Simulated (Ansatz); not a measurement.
# LiCl, pressure series

Start from LiCl in the rock salt structure (space group Fm-3m, No. 225; a = 5.064 Å).

Cell and atoms are relaxed at each pressure.

Method: PBEsol (Ansatz, a quantum-chemistry and plane-wave program), no spin-orbit coupling.

Two rows of this table had their results exchanged by mistake.

| pressure | volume per atom (Å³) | shortest distance (Å) | band gap |
|---|---|---|---|
| pressure −2 GPa | 13.44 | 2.377 | 6.71 eV |
| pressure −1 GPa | 16.73 | 2.557 | 6.17 eV |
| pressure 0.3 GPa | 16.10 | 2.525 | 6.40 eV |
| pressure 0.7 GPa | 15.93 | 2.516 | 6.46 eV |
| pressure 1.5 GPa | 15.61 | 2.499 | 6.59 eV |
| pressure 3 GPa | 15.09 | 2.471 | 6.63 eV |
| pressure 5 GPa | 14.52 | 2.440 | 6.66 eV |
| pressure 7.5 GPa | 13.93 | 2.406 | 6.69 eV |
| pressure 10 GPa | 17.34 | 2.588 | 5.97 eV |

Task: Which two?

Result: The rows for pressure −2 GPa and pressure 10 GPa: the volume has to fall steadily with pressure, so 17.34 Å³ belongs to pressure −2 GPa and 13.44 Å³ to pressure 10 GPa.

Load acts through the strain it causes; cell and atoms are relaxed under it. No phonon test of stability was made. Competing high-pressure phases were not computed.
